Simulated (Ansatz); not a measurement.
Consider Cu in the fcc (Cu type) structure (space group Fm-3m, No. 225; a = 3.564 Å).

The change: Au takes the place of Cu on all its sites; the structure is relaxed again.

Levels (all Ansatz, a quantum-chemistry and plane-wave program, PAW): PBEsol (420 eV, no spin-orbit coupling); PBEsol+SOC (420 eV, spin-orbit coupling included).

The geometry is relaxed with PBEsol.

- PBEsol pressure = 0.0 GPa

Q: Predict the pressure from PBEsol+SOC.

A: The pressure goes from zero to -1.5 GPa.

Single points use the geometry relaxed with PBEsol. The spin-orbit shifts are approximate. Whether these cells are dynamically stable was not tested. The runs without spin-orbit coupling are not spin-polarised.
